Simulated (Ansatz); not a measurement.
A free linear chain of I atoms, stretched and compressed along its axis from its relaxed period of 5.873 Å, atoms relaxed at each length.

The numbers are results of PBE (plane waves to 420 eV, PAW; Ansatz, an electronic-structure program), not measurements. Mesh 1×1×52. No spin polarisation, so a magnetic state wasn't tested. Periodic along z alone, with about 11 Å of vacuum beside it. A hypothetical model. It keeps the symmetry and period of its start, so it need not be a minimum against all distortions. Pairing along the axis, which can open a gap, is among the distortions not tried. Values not marked SOC lack spin–orbit coupling. Buckling under compression is shut out by symmetry and the short period. Energies are free energies at a Fermi–Dirac width of 0.02 eV, from the unstrained cell.

```
strain (%)  energy (meV a period)  axial force (nN)
----------  ---------------------  ----------------
-3.0                          +47             -0.91
-1.5                            ?                 ?
0.0                             0             -0.01
+1.5                           +8             +0.31
+3.0                            ?                 ?
```

Problem. Complete the blanks.

Solution. 
- -1.5, energy (meV a period): +11
- -1.5, axial force (nN): -0.41
- +3.0, energy (meV a period): +34
- +3.0, axial force (nN): +0.60
